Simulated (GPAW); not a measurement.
A self-consistent single point of CoAl (Pm-3m, 2 atoms in the cell) with GPAW.

Method: PBEsol, GPAW PAW datasets PBEsol (made by gpaw-setup) (plane waves; GPAW 25.7.0).

```
CoAl
1.0
    2.90690     0.00000     0.00000
    0.00000     2.90690     0.00000
    0.00000     0.00000     2.90690
Al Co
1 1
Direct
  0.50000   0.50000   0.50000
  0.00000   0.00000   0.00000
```

Reference input (self-consistent single point, DFT PBE, plane waves, GPAW PAW datasets PBE (gpaw-data 1.0.1)): mode = pw; ecut = 800 eV; xc = PBE; kpts = 15 15 15; mesh shift (steps) = 0 0 0; occupations.name = fermi-dirac; occupations.width = 0.05 eV; nbands = -10; convergence.density = 1e-05 e/electron; convergence.energy = 1e-05 eV/electron; symmetry.symmorphic = false; symmetry.tolerance = 0.0005. This run's input differs from it in these lines:

```diff
@@ -13,3 +13,3 @@
 calc = GPAW(mode=PW(800),
-            xc='PBE',
+            xc='PBEsol',
             kpts=(15, 15, 15),
```

Its files differ too (potentials: GPAW PAW datasets PBEsol (made by gpaw-setup)).

Log, with long lists cut:

```
     iter     time        total  log10-change:
                         energy   eigst   dens
iter:   1 --:--:--   -14.381160
iter:   2 --:--:--   -14.299986   -1.10  -1.26
iter:   3 --:--:--   -14.230590   -2.06  -1.29
iter:   4 --:--:--   -14.215378   -2.67  -1.34
iter:   5 --:--:--   -14.201964   -2.33  -1.63
iter:   6 --:--:--   -14.197631   -3.43  -2.10
iter:   7 --:--:--   -14.195050   -4.13  -2.14
iter:   8 --:--:--   -14.195041   -5.46  -3.41
iter:   9 --:--:--   -14.195030c  -5.90  -3.27
iter:  10 --:--:--   -14.195030c  -7.84c -4.61
iter:  11 --:--:--   -14.195030c  -9.16c -5.09c
Converged after 11 iterations.

Dipole moment: (-0.000000, -0.000000, -0.000000) |e|*Ang

Energy contributions relative to reference atoms: (reference = -44458.988219)

Kinetic:        +11.004263
Potential:       -7.285353
External:        +0.000000
XC:             -17.822494
Entropy (-ST):   -0.008007
Local:           -0.087443
SIC:             +0.000000
--------------------------
Free energy:    -14.199034
Extrapolated:   -14.195030

Showing only first 2 kpts
 Kpt  Band  Eigenvalues  Occupancy
  0     4      8.54065    2.00000
  0     5      8.54065    2.00000
  0     6     14.92315    0.00000
  0     7     14.92315    0.00000

  1     4      8.49733    2.00000
  1     5      8.54508    2.00000
  1     6     14.13971    0.00000
  1     7     15.03689    0.00000

Fermi level: 9.25809

No gap
No difference between direct/indirect transitions
Energy (eV): -14.19503

Forces in eV/Ang:
  0 Al   -0.00000   -0.00000   -0.00000
  1 Co   -0.00000    0.00000    0.00000

Stress tensor:
     0.083074     0.000000     0.000000
     0.000000     0.083074     0.000000
     0.000000     0.000000     0.083074
Stress (GPa, Voigt): [13.3099 13.3099 13.3099  0.      0.      0.    ]
```

The run converged in 11 iterations. GPAW prints stress with tension positive. Against the reference run the pressure goes from -8.38 to -13.31 GPa.

The starting cell has typed, rounded lattice constants, without a prior relaxation at this level. Its lattice was rescaled by a random factor within 2.5 % of one. Spin polarisation is off. With a pressure of about -13 GPa the cell is away from its equilibrium volume at this level.
